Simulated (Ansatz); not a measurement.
An Ansatz (a quantum-chemistry and plane-wave program) input for (CdS)6/(CdSe)6 wurtzite (0001) superlattice on CdSe:

Ansatz 0.2 input:
```yaml
crystal:
  lattice:
    - [4.382802108, 0.0, 0.0]
    - [-2.191401054, 3.795617965, 0.0]
    - [0.0, 0.0, 41.19042263]
  atoms:
    - { symbol: Cd, position: [0.333333333, 0.666666667, 0.000282094] }
    - { symbol: S, position: [0.333333333, 0.666666667, 0.062844153] }
    - { symbol: Cd, position: [0.666666667, 0.333333333, 0.080191579] }
    - { symbol: S, position: [0.666666667, 0.333333333, 0.142754381] }
    - { symbol: Cd, position: [0.333333333, 0.666666667, 0.160005051] }
    - { symbol: S, position: [0.333333333, 0.666666667, 0.222594747] }
    - { symbol: Cd, position: [0.666666667, 0.333333333, 0.239850589] }
    - { symbol: S, position: [0.666666667, 0.333333333, 0.302452761] }
    - { symbol: Cd, position: [0.333333333, 0.666666667, 0.319702821] }
    - { symbol: S, position: [0.333333333, 0.666666667, 0.382306931] }
    - { symbol: Cd, position: [0.666666667, 0.333333333, 0.399537139] }
    - { symbol: S, position: [0.666666667, 0.333333333, 0.462126848] }
    - { symbol: Cd, position: [0.333333333, 0.666666667, 0.479402983] }
    - { symbol: Se, position: [0.333333333, 0.666666667, 0.544824934] }
    - { symbol: Cd, position: [0.666666667, 0.333333333, 0.566224548] }
    - { symbol: Se, position: [0.666666667, 0.333333333, 0.631576724] }
    - { symbol: Cd, position: [0.333333333, 0.666666667, 0.653046035] }
    - { symbol: Se, position: [0.333333333, 0.666666667, 0.718378194] }
    - { symbol: Cd, position: [0.666666667, 0.333333333, 0.739847445] }
    - { symbol: Se, position: [0.666666667, 0.333333333, 0.805171108] }
    - { symbol: Cd, position: [0.333333333, 0.666666667, 0.826645857] }
    - { symbol: Se, position: [0.333333333, 0.666666667, 0.891969017] }
    - { symbol: Cd, position: [0.666666667, 0.333333333, 0.913457061] }
    - { symbol: Se, position: [0.666666667, 0.333333333, 0.978788597] }
basis:
  ecutwfc: 500
  ecutrho_ratio: 4
  xc_grid: 4
kpoints:
  mp_grid: { grid: [6, 6, 1] }
hamiltonian:
  xc: r2scan
  dispersion: none
  pseudopotentials: { kind: paw }
scf:
  n_extra_bands: 25
  occupations: { method: fermi_dirac, width: 0.01 }
  convergence: { dr2_threshold: 0.000000001 }
output:
  eigenstates:
    kpoints:
      - [0, 0, 0]
      - [0, 0, 0.5]
      - [0.333333333333, 0.333333333333, 0]
      - [0.5, 0, 0]
    e_range: [-4, 6]
    localisation: true
  eigenvalues: true
```

Computed with r2SCAN (plane waves to 500 eV, PAW; Ansatz). Scalar-relativistic, without spin–orbit coupling. Its k-point mesh 6×6×1, Fermi–Dirac width 0.01 eV.

**Question.** What does the end of the output print (band table and long remarks left out, numbers rounded to eight decimals)?

**Answer.** 
```
SCF converged after 10 iterations
Free energy (F): -137540.152297 eV
Harris-Foulkes:  -137540.152297 eV  (|F-HF|=0.00e0)
Internal energy: -137540.152297 eV  (E = F + TS)
E sigma→0 (E₀):  -137540.152297 eV
Fermi energy:    6.607870 eV
--- Per-component energies (eV) ---
  E_band       = -9096.586340
  E_kinetic    = 7400.377109
  E_local      = -83224.201295  (includes V_loc(G=0)·N_el)
  E_nonlocal   = -2983.214937
  E_hartree    = 39559.081231
  E_xc         = -3150.391028
  E_vxc        = -4138.277654  (∫ρ·V_xc dr)
  E_paw        = -64487.100496  (= ΣΔE_a)
  E_vpaw       = -5534.650302  (= ΣTr[D̂ρ^β])
  E_aug_tail   = -0.001199  (compensation charges beyond the density's cutoff)
  E_vtau       = 265.223310  (kinetic-family band-sum trace: ∫τ·v_τ [+ j·A + Jᵃ·Aᵃ] dr)
  E_ewald      = -30636.677212
  E_core_change = -18.024470  (= ΣΔE_core)
  E_smearing   = 0.000000  (= −TS)
  E_closure    = 0.000000  (closes the sum)
  Σ components = -137540.152297   (vs F -137540.152297, Δ=0.00e0)
```

Cost: roughly 6 core-minutes.
